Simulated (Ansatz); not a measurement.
## CuI (P-3m1, No. 164, 4 atoms in the cell; start mp-570081; a measured phase of this formula has another space group)

Calculation: r²SCAN+rVV10 (Ansatz, a first-principles code, PAW).

Numerical settings: plane-wave cutoff 560 eV, 12×12×6 k mesh (along the axes of the cell as run), Fermi–Dirac smearing 0.01 eV, no spin polarisation, scalar-relativistic PAW data made under PBE.

Cell (relaxed at this level):

```
CuI
1.0
    4.09476     0.00000     0.00000
   -2.04738     3.54617     0.00000
    0.00000     0.00000     7.21394
Cu I
2 2
Direct
  0.66667   0.33333   0.59253
  0.33333   0.66667   0.40747
  0.33333   0.66667   0.76436
  0.66667   0.33333   0.23564
```

For CuI (P-3m1, No. 164, 4 atoms in the cell; start mp-570081; a measured phase of this formula has another space group), the band gap comes out as 2.09 eV.

Spin–orbit coupling is not included; with these elements it can move the gap by several tenths of an eV or more.

Computed values are for the static lattice.

A start named mp-… is a Materials Project structure, which need not be a measured phase.
